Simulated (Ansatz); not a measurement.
Base system: CaSe in the rock salt structure (space group Fm-3m, No. 225; a = 5.8685 Å). Axes: x, y, z lie along the cube axes.

Calculations: PBEsol/PAW in Ansatz (an electronic-structure program), spin-orbit coupling left out.

For the base:

| Quantity | Value |
|---|---|
| Valley order | X along ⟨100⟩ 1.88 eV; Γ 3.31 eV |
| Electron mass | 1.4 mₑ along k, 0.27 mₑ across (at X) |

It is then changed as follows: the cell is stretched by 3.00 % along z with no lateral relaxation; the atoms relax in the strained cell.

Problem. What happens to the valley order, stress, electron mass and energy relative to the base?

Solution. The valley order (the lowest conduction-band minima on the path, energy above the VBM, named in the base's zone) becomes X along [100] 1.95 eV; X along [001] 1.96 eV; Γ 3.11 eV (base: X along ⟨100⟩ 1.88 eV; Γ 3.31 eV); the stress (xx, yy, zz, yz, xz, xy; compression positive) comes out as (-0.55, -0.55, -2.94, 0.00, 0.00, 0.00) GPa; the electron mass goes from 1.4 mₑ along k, 0.27 mₑ across (at X) to 1.4 mₑ along x, 0.27 mₑ along y, 0.29 mₑ along z (at X); the energy rises by 7.4 meV/atom.

The levels and masses belong to the bands next to the band gap. Masses are band curvatures over ±0.01 Å⁻¹ around the edge. Along k means along the line from Γ to the band edge. Stability against distortions was not tested.
